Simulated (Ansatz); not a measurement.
A self-consistent single point of Sn (Fd-3m, 2 atoms in the cell) with Ansatz (a quantum-chemistry and plane-wave program).

Method of the run: LDA (PW92), default PAW files made with PBE (plane waves; Ansatz).

```xyz
2
Lattice="0.0000 3.2445 3.2445 3.2445 0.0000 3.2445 3.2445 3.2445 0.0000" Properties=species:S:1:pos:R:3 pbc="T T T"
Sn     0.0000     0.0000     0.0000
Sn     1.6222     1.6222     1.6222
```

Reference input (self-consistent single point, DFT, PBE, plane waves, default PAW files): kpoints.mp_grid.grid = 9 9 9; hamiltonian.xc = pbe; hamiltonian.pseudopotentials = {kind: paw} (the program's default PAW files); scf.occupations.method = fermi_dirac; scf.occupations.width = 0.05 eV. This run's input differs from it in these lines:

Ansatz 0.2 input:
```diff
@@ -12,3 +12,3 @@
 hamiltonian:
-  xc: pbe
+  xc: lda
   pseudopotentials: { kind: paw }
```

Output (repeated stretches shortened):

```
SCF iter   1: F=—  HF=-11759.029839 eV  |F-HF|=—  |Δ(HF+E_count)|=         —  Δρ=6.10e-3  dr2=1.11e-2  ethr=1.77e-3  ⟨swp⟩=6.1  Hψ=3389  notcnv=0
all-band conjugate gradients solve this SCF's bands
preconditioner: auto → none
SCF iter   2: F=—  HF=-11759.025195 eV  |F-HF|=—  |Δ(HF+E_count)|=   4.64e-3  Δρ=1.94e-3  dr2=1.04e-3  ethr=3.98e-5  ⟨swp⟩=2.2  Hψ=1527  notcnv=0
SCF iter   3: F=—  HF=-11759.025224 eV  |F-HF|=—  |Δ(HF+E_count)|=   2.91e-5  Δρ=5.39e-4  dr2=8.79e-5  ethr=3.71e-6  ⟨swp⟩=1.0  Hψ=631  notcnv=0
SCF iter   4: F=—  HF=-11759.025238 eV  |F-HF|=—  |Δ(HF+E_count)|=   1.46e-5  Δρ=1.64e-5  dr2=2.31e-7  ethr=3.14e-7  ⟨swp⟩=1.0  Hψ=631  notcnv=0
iter 5 did not close the SCF: its close was put off for the readings that it lacked (scf_convergence_deferred on its scf_iter line)
SCF iter   5: F=-11759.025238 eV  HF=-11759.025238 eV  |F-HF|=1.09e-11  |Δ(HF+E_count)|=   9.74e-8  Δρ=2.54e-6  dr2=3.51e-9  ethr=8.25e-10  ⟨swp⟩=2.7  Hψ=841  notcnv=0
SCF iter   6: F=-11759.025238 eV  HF=-11759.025238 eV  |F-HF|=6.55e-11  |Δ(HF+E_count)|=  3.09e-10  Δρ=4.30e-7  dr2=1.15e-10  ethr=1.25e-11  ⟨swp⟩=2.2  Hψ=1978  notcnv=0
SCF 1 converged in 6 iterations: F = -11759.025238 eV  dr2 = 1.15e-10
Free energy (F): -11759.025238 eV
Internal energy: -11759.022579 eV  (E = F + TS)
E sigma→0 (E₀):  -11759.023908 eV
Entropy (-TS):   -0.002660 eV (-1.330 meV/atom)
Fermi energy:    7.430494 eV
--- Forces (eV/Å), atoms counted from 1 ---
  atom   1  Sn     0.00000000    -0.00000000    -0.00000000
  atom   2  Sn     0.00000000    -0.00000000     0.00000000
--- Stress (GPa, compression-positive) ---
       -0.294835       0.000000      -0.000000
       -0.000000      -0.294835      -0.000000
       -0.000000       0.000000      -0.294835
  P = ⅓ Tr σ = -0.2948 GPa (-2.948 kbar)
  The stress holds the Pulay correction. Without it, at fixed plane waves, as pw.x and ABINIT print it: P = -0.3186 GPa
```

The run converged in 6 iterations. Against the reference run the pressure goes from 3.26 to -0.29 GPa.

The starting cell has typed, rounded lattice constants, without a prior relaxation at this level. Ansatz's pressure includes its estimate of the finite-basis (Pulay) stress.
